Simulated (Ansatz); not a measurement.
For SiTe2 (P-3m1, No. 164, 3 atoms in the cell; start mp-2755), PBEsol in Ansatz (PAW) gives:

* **equilibrium lattice constant a**: 3.744 Å
* **lattice parameter c**: 6.678 Å
* **cohesive energy**: 3.51 eV/atom

Q: What does r²SCAN+rVV10 (PAW; Ansatz, a program for electronic structure) give for the same quantities?

A: 
- lattice constant a: 3.788 Å (rises by 1.2 %)
- lattice parameter c: 6.747 Å (goes up by 1.0 %)
- cohesive energy: 3.24 eV/atom (falls by 0.27 eV/atom)

Changes are worked out from the printed values.

Unless a cell is named, each level is at its own relaxed cell (PBEsol 27.02, r²SCAN+rVV10 27.94 Å³/atom).

Levels without +SOC leave out spin–orbit coupling, which shifts energies and cells of such heavy elements.

Caveats: the relaxation could not lower the start's symmetry, so the cell can be a saddle point above a distorted one (PBEsol, r²SCAN+rVV10). Ansatz's density-functional and Hartree–Fock values are scalar-relativistic unless marked +SOC, with PAW data made under PBE.

A start named mp-… is a Materials Project structure, which need not be a measured phase.
